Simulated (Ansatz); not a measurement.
InAs: point defects

The parent structure is a 16-atom supercell of InAs in the zinc blende structure (space group F-43m, No. 216; a = 6.186 Å) at its relaxed geometry.

One neutral defect a cell, atoms relaxed at fixed cell.

Calculations: PBE (Ansatz, a quantum-chemistry and plane-wave program; PAW; 420 eV plane waves; no SOC).

```json
[
 {"case": "perfect supercell", "largest displacement of a host atom from its site in the perfect cell": "–", "pressure": "0.0 GPa"},
 {"case": "B on a In site", "largest displacement of a host atom from its site in the perfect cell": "0.37 Å", "pressure": "-3.4 GPa"},
 {"case": "Tl on a In site", "largest displacement of a host atom from its site in the perfect cell": "0.04 Å", "pressure": "0.5 GPa"},
 {"case": "As interstitial (started 2.68 Å from the nearest host atom)", "largest displacement of a host atom from its site in the perfect cell": "0.08 Å", "pressure": "3.7 GPa"},
 {"case": "In interstitial (started 2.68 Å from the nearest host atom), symmetric start", "largest displacement of a host atom from its site in the perfect cell": "0.11 Å", "pressure": "4.6 GPa"},
 {"case": "H interstitial (started 2.53 Å from the nearest host atom), symmetric start", "largest displacement of a host atom from its site in the perfect cell": "0.14 Å", "pressure": "0.3 GPa"}
]
```

The cell is small, so the values are those of an ordered compound at a high defect concentration; dilute-limit values will differ. The mesh was chosen for an insulator and is coarse for the gapless case. Defects with a symmetric start kept the site's symmetry and may sit on a saddle; the others started slightly shaken. The final runs are not spin-polarised.
